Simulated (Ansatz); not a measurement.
The cell is built on a prototype and need not be the phase stable at ambient conditions.

By PBEsol, the system below comes out a metal.

Input:

```yaml
crystal:
  lattice:
    - [5.64057, 0.00000, 0.00000]
    - [0.00000, 7.47240, -0.52596]
    - [0.00000, 0.65810, 6.53299]
  atoms:
    - { symbol: Ge, position: [0.95525, 0.85174, 0.23738] }
    - { symbol: Ge, position: [0.45525, 0.64826, 0.76262] }
    - { symbol: Ge, position: [0.04475, 0.14826, 0.76262] }
    - { symbol: Ge, position: [0.54475, 0.35174, 0.23738] }
    - { symbol: Se, position: [0.57263, 0.70056, 0.13826] }
    - { symbol: Se, position: [0.07263, 0.79944, 0.86174] }
    - { symbol: Se, position: [0.42737, 0.29944, 0.86174] }
    - { symbol: Se, position: [0.92737, 0.20056, 0.13826] }
    - { symbol: Se, position: [0.16934, 0.56396, 0.41250] }
    - { symbol: Se, position: [0.66934, 0.93604, 0.58750] }
    - { symbol: Se, position: [0.83066, 0.43604, 0.58750] }
    - { symbol: Se, position: [0.33066, 0.06396, 0.41250] }
```

Space group of this cell: P2_1/c. The cell was relaxed by PBE-D3(BJ); by PBEsol its mean pressure is -0.7 GPa.

The current flows along the normal of the first two printed cell vectors. No spin-orbit coupling; the value is a mean over 0.1 eV about the Fermi level.

Problem. Predict the ballistic conductance per area from PBEsol (Ansatz, a first-principles code).

Solution. 0.28 × 10¹⁵ S/m² for both spins.
